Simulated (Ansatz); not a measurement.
Start from TaSi$_{2}$ (space group P6_222, No. 180; a = 4.8039 Å, c = 6.6042 Å). Axes: x lies along a and z along c of the hexagonal cell.

All numbers come from PBE (Ansatz, a first-principles code; PAW; 420 eV plane waves; no spin-orbit coupling), earlier PAW set.

For the base:

| Property | Result |
|---|---|
| Shortest interatomic distance | 2.568 Å |

One thing is altered: uniaxial stress, 5 GPa tension along z; all other stress components relax to zero.

### Question
What does the calculation give for the energy relative to the base and shortest interatomic distance after the change?

### Answer
The energy increases by 2.9 meV/atom; the shortest interatomic distance grows by 0.0233 Å, from 2.568 Å to 2.592 Å.

Without a gap, meshes like the base's 11×11×7 leave anisotropic stresses uncertain by several tenths of a GPa, and small strain energies with them. Load acts through the strain it causes; cell and atoms are relaxed under it. Stability under load was not tested beyond the relaxation. The final runs are not spin-polarised. An odd electron count without spin: TaSi2.
